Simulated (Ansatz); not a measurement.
# Effect of electrons 1.5×10^21 cm⁻³ on CdSe

Base system: CdSe in the zinc blende structure (space group F-43m, No. 216; a = 6.0818 Å).

Perturbation: electron doping at 1.5×10^21 cm⁻³ (0.0844 per cell), with a uniform compensating background at fixed cell and a 300 K Fermi–Dirac width.

All numbers come from PBEsol (Ansatz, a quantum-chemistry and plane-wave program; PAW; 420 eV plane waves; no SOC). Γ-centred 22×22×22 mesh, Fermi–Dirac width 0.0259 eV.

The gap between the host's bands decreases by 0.04 eV, from 0.48 eV to 0.44 eV and the gap character remains direct at Γ. The Fermi level relative to the doped band's edge (positive inside the band; to 0.05 eV) comes out as +1.70 eV.

Charged cell with a jellium background: band edges are those of the host's band count, energies are not comparable with the neutral cell, and many-body gap narrowing is missing. No phonon test of stability was made.
